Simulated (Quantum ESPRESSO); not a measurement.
A user runs Quantum ESPRESSO on Zr2P3S (P4mm, 6 atoms in the cell) and asks whether the run is sound. The aim is a self-consistent single point with DFT, PBEsol, plane waves, SSSP 1.1.2 efficiency (PBE) pseudopotentials.

Cell that was meant: a = 3.6046 Å, b = 3.6046 Å, c = 7.8451 Å, α = 90.00°, β = 90.00°, γ = 90.00°.

Part of the input:

```fortran
 input_dft = 'pbesol'
/
&ELECTRONS
 conv_thr = 1.0d-1
/
ATOMIC_SPECIES
Zr    91.2240  Zr_pbe_v1.uspp.F.UPF
```

Output, abridged:

```
     Message from routine setup:
     using ibrav=0 with symmetry is DISCOURAGED, use correct ibrav instead
     G-vector sticks info
   [... lines left out ...]
        k(    2) = (   0.0000000   0.0000000   0.0918940), wk =   0.0098765
        k(    3) = (   0.0000000   0.0000000   0.1837881), wk =   0.0098765
   [... 42 lines left out ...]

     Dense  grid:    66653 G-vectors     FFT dimensions: (  40,  40,  90)

     Smooth grid:    23571 G-vectors     FFT dimensions: (  27,  27,  60)

     Initial potential from superposition of free atoms

     starting charge      44.9952, renormalised to      45.0000

     negative rho (up, down):  1.191E-01 0.000E+00
     Self-consistent Calculation

     iteration #  1     ecut=    40.00 Ry     beta= 0.70

     Threshold (ethr) on eigenvalues was too large:
     Diagonalizing with lowered threshold

     negative rho (up, down):  1.205E-01 0.000E+00

     total energy              =    -264.46041708 Ry
     estimated scf accuracy    <       0.22182661 Ry

     iteration #  2     ecut=    40.00 Ry     beta= 0.70

     negative rho (up, down):  1.203E-01 0.000E+00

     total energy              =    -264.14312182 Ry
     estimated scf accuracy    <       2.92405391 Ry

     iteration #  3     ecut=    40.00 Ry     beta= 0.70

     negative rho (up, down):  1.205E-01 0.000E+00

     total energy              =    -264.53052241 Ry
     estimated scf accuracy    <       0.31419490 Ry

     iteration #  4     ecut=    40.00 Ry     beta= 0.70

     negative rho (up, down):  1.211E-01 0.000E+00
     End of self-consistent calculation

     the Fermi energy is    12.9784 ev

!    total energy              =    -264.54355661 Ry
     estimated scf accuracy    <       0.03419754 Ry
     smearing contrib. (-TS)   =      -0.00091176 Ry
     internal energy E=F+TS    =    -264.54264484 Ry

     convergence has been achieved in   4 iterations

     negative rho (up, down):  1.211E-01 0.000E+00

     Forces acting on atoms (cartesian axes, Ry/au):

     atom    1 type  1   force =     0.00000000    0.00000000    0.11351447
     atom    2 type  1   force =     0.00000000    0.00000000   -0.11805773
     atom    3 type  2   force =     0.00000000    0.00000000    0.01457758
     atom    4 type  2   force =     0.00000000    0.00000000    0.01457758
   [... lines left out ...]
     Total force =     0.168116     Total SCF correction =     0.963137
   [... lines left out ...]

     negative rho (up, down):  1.211E-01 0.000E+00
          total   stress  (Ry/bohr**3)                   (kbar)     P=      -68.32
  -0.00042856   0.00000000   0.00000000          -63.04        0.00        0.00
   0.00000000  -0.00042856   0.00000000            0.00      -63.04        0.00
   0.00000000   0.00000000  -0.00053616            0.00        0.00      -78.87

   JOB DONE.
```

Problem. Is anything amiss in this input, and did it matter?

Solution. The run is not sound. The fault is a convergence threshold that is too loose. A loop that stops early leaves an energy error of second order in the density error, but errors of first order in forces and stress. To fix it, tighten the threshold. The run converged in 4 iterations without an error; against the sound input the free energy goes up by 57.7 meV/atom, the pressure goes from -4.16 to -6.83 GPa and the largest force goes from 0.080 to 3.035 eV/Å. The full log also holds: “SCF correction compared to forces is large: reduce conv_thr to get better values”.

The sound input it was made from differs as follows (other fixes are possible):
```diff
- conv_thr = 1.0d-1
+ conv_thr = 1.0d-9
```

With that input, the run converged in 14 iterations: free energy E − TS -3599.6444 eV; Fermi level (on the code's own zero) 12.89 eV; pressure -4.16 GPa; largest force (vector length) 0.080 eV/Å (DFT, PBEsol, plane waves, SSSP 1.1.2 efficiency (PBE) pseudopotentials).

On the sound input: the starting cell comes from a database of computed structures (which also holds hypothetical and non-ambient phases and stackings), without a prior relaxation at this level. With a pressure of about -4 GPa the cell is away from its equilibrium volume at this level.
